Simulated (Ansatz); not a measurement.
ZnS, pressure series

The reference is ZnS in the wurtzite structure (space group P6_3mc, No. 186; a = 3.845 Å, c = 6.306 Å).

Cell and atoms are relaxed at each pressure.

Levels (all Ansatz, a quantum-chemistry and plane-wave program, PAW, earlier PAW set): PBE (420 eV, no spin-orbit coupling); PBEsol (420 eV, no SOC).

The base cell above is that of PBE; each level relaxes its own structures.

```json
[
 {"case": "pressure −2 GPa", "shift of the gap caused by the change, PBE": "-0.13 eV", "shift of the gap caused by the change, PBEsol": "-0.12 eV"},
 {"case": "pressure −1 GPa", "shift of the gap caused by the change, PBE": "-0.06 eV", "shift of the gap caused by the change, PBEsol": "-0.06 eV"},
 {"case": "pressure 1.8 GPa", "shift of the gap caused by the change, PBE": "+0.11 eV", "shift of the gap caused by the change, PBEsol": "+0.09 eV"},
 {"case": "pressure 4.2 GPa", "shift of the gap caused by the change, PBE": "+0.24 eV", "shift of the gap caused by the change, PBEsol": "+0.21 eV"},
 {"case": "pressure 9 GPa", "shift of the gap caused by the change, PBE": "+0.45 eV", "shift of the gap caused by the change, PBEsol": "+0.41 eV"},
 {"case": "pressure 18 GPa", "shift of the gap caused by the change, PBE": "+0.77 eV", "shift of the gap caused by the change, PBEsol": "+0.69 eV"},
 {"case": "pressure 30 GPa", "shift of the gap caused by the change, PBE": "+1.03 eV", "shift of the gap caused by the change, PBEsol": "+0.76 eV"},
 {"case": "pressure 45 GPa", "shift of the gap caused by the change, PBE": "+0.65 eV", "shift of the gap caused by the change, PBEsol": "+0.25 eV"},
 {"case": "pressure 60 GPa", "shift of the gap caused by the change, PBE": "+0.04 eV", "shift of the gap caused by the change, PBEsol": "-0.38 eV"}
]
```

The two levels differ by at most about 0.42 eV. They disagree on the order of pressure 45 GPa and pressure 9 GPa and of 2 more pairs.

Load acts through the strain it causes; cell and atoms are relaxed under it. Stability against distortions was not tested. Tetrahedral semiconductors of this kind turn to denser phases somewhere between about 1 and 50 GPa; those were not computed, so compressed cells here can lie past the real transition.
